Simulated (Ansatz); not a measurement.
The starting structures come from a database of crystals and need not be the phases stable at ambient conditions.

Inside the gap of an insulator the Bloch states are evanescent, with a wavenumber k + iκ along the transport direction.

Data:

```xyz
20
Lattice="6.3727 0.0000 0.0000 0.0000 8.0074 0.0000 0.0000 0.0000 5.7129" Properties=species:S:1:pos:R:3 pbc="T T T"
Na     0.0000     0.0000     2.8564
Na     3.1863     0.0000     0.0000
Na     3.1863     4.0037     0.0000
Na     0.0000     4.0037     2.8564
I      6.3154     6.0056     0.0646
I      0.0572     2.0019     5.6483
I      3.2436     2.0019     2.9210
I      3.1291     6.0056     2.7919
O      5.3223     4.6585     0.7792
O      1.0503     3.3489     4.9337
O      4.2367     3.3489     3.6356
O      2.1360     4.6585     2.0772
O      2.1360     7.3527     2.0772
O      4.2367     0.6548     3.6356
O      1.0503     0.6548     4.9337
O      5.3223     7.3527     0.7792
O      5.7711     6.0056     4.0564
O      0.6015     2.0019     1.6564
O      3.7878     2.0019     1.2000
O      2.5848     6.0056     4.5129
```

Space group of this cell: Pnma. The cell is taken as given; by r2SCAN its mean pressure is 0.7 GPa.

Transport runs along the normal of the first two printed cell vectors.

The gap is the functional's own. No spin-orbit coupling. Mid-gap values are interpolated on the energy grid.

### Question
Give the band gap and the smallest decay constant κ at mid-gap that r2SCAN (Ansatz, a program for electronic structure) yields.

### Answer
Gap 4.18 eV on a 6×4×6 mesh; κ = 0.528 1/Å, at the zone centre.
